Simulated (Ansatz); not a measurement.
**Converging shifted k-point meshes: NbZn₃ (P4mm, 4 atoms in the cell)**

```yaml
crystal:
  lattice:
    - [3.89825, 0.00000, 0.00000]
    - [0.00000, 3.89825, 0.00000]
    - [0.00000, 0.00000, 3.89825]
  atoms:
    - { symbol: Nb, position: [0.00000, 0.00000, 0.01283] }
    - { symbol: Zn, position: [0.50000, 0.00000, 0.50000] }
    - { symbol: Zn, position: [0.00000, 0.50000, 0.50000] }
    - { symbol: Zn, position: [0.50000, 0.50000, 0.00000] }
```

Level of theory: LDA (PW92), default PAW files made with PBE (plane waves; Ansatz, a quantum-chemistry and plane-wave program).

Base settings: basis.ecutwfc = 420 eV; kpoints.mp_grid.grid = 9 9 9; hamiltonian.xc = lda; hamiltonian.pseudopotentials = {kind: paw} (the program's default PAW files); scf.occupations.method = gaussian; scf.occupations.width = 0.1 eV.

In this ladder: kpoints.mp_grid.shift = 0.5 0.5 0.5.

Only quantities that move along the ladder and can be compared are tabulated.

The count of work is k-points × plane waves × bands × iterations; it is no time. 

The starting cell comes from a database of computed structures (which also holds hypothetical and non-ambient phases and stackings), without a prior relaxation at this level. Its lattice was rescaled by up to half a per cent. One atom was moved a little off its site on purpose. Spin polarisation is off. In the base run, with a pressure of about -6 GPa the cell is away from its equilibrium volume at this level. Ansatz's pressure includes its estimate of the finite-basis (Pulay) stress.

Steps (kpoints.mp_grid.grid): 2 2 2; 3 3 3; 4 4 4; 5 5 5; 6 6 6; 7 7 7; 8 8 8; 9 9 9; 10 10 10; 11 11 11; 12 12 12; 13 13 13; 15 15 15; 17 17 17; 18 18 18; 20 20 20; 22 22 22; 25 25 25; 28 28 28.

What is the coarsest kpoints.mp_grid.grid that holds the free energy within 5 meV/atom of the last step, with all finer ones?

4 4 4, at 0.0032 of the last step's count of work; the step before is off by 53 meV/atom.

What is the coarsest kpoints.mp_grid.grid that holds the forces within 0.005 eV/Å of the last step, with all finer ones?

6 6 6, at 0.0095 of the last step's count of work; the step before is off by 0.006 eV/Å.

What is the coarsest kpoints.mp_grid.grid that holds the pressure within 0.5 GPa of the last step, with all finer ones?

4 4 4, at 0.0032 of the last step's count of work; the step before is off by 0.98 GPa.

| kpoints.mp_grid.grid | free energy less the last step's (meV/atom) | pressure (GPa) | largest difference of a force vector from the last step's (eV/Å) | count of work / last |
|---|---|---|---|---|
| 2 2 2 | -95.27 | -6.39 | 0.008 | 0.00060 |
| 3 3 3 | 52.74 | -5.38 | 0.009 | 0.0036 |
| 4 4 4 | 3.09 | -6.51 | 0.017 | 0.0032 |
| 5 5 5 | -1.42 | -6.31 | 0.006 | 0.0095 |
| 6 6 6 | -2.93 | -6.34 | 0.001 | 0.0095 |
| 7 7 7 | -3.42 | -6.41 | 0.002 | 0.021 |
| 8 8 8 | 3.11 | -6.32 | 0.001 | 0.027 |
| 9 9 9 | 0.67 | -6.39 | 0.001 | 0.051 |
| 10 10 10 | -0.41 | -6.35 | 0.001 | 0.040 |
| 11 11 11 | 0.95 | -6.33 | 0.001 | 0.086 |
| 12 12 12 | -0.19 | -6.39 | 0.001 | 0.067 |
| 13 13 13 | -0.49 | -6.36 | 0.001 | 0.13 |
| 15 15 15 | 0.03 | -6.38 | 0.000 | 0.20 |
| 17 17 17 | 0.08 | -6.36 | 0.000 | 0.28 |
| 18 18 18 | -0.07 | -6.37 | 0.000 | 0.28 |
| 20 20 20 | 0.02 | -6.37 | 0.000 | 0.37 |
| 22 22 22 | 0.03 | -6.37 | 0.000 | 0.49 |
| 25 25 25 | 0.01 | -6.37 | 0.000 | 0.80 |
| 28 28 28 | 0.00 | -6.37 | 0.000 | 1.0 |

Keys are those of Ansatz 0.2.
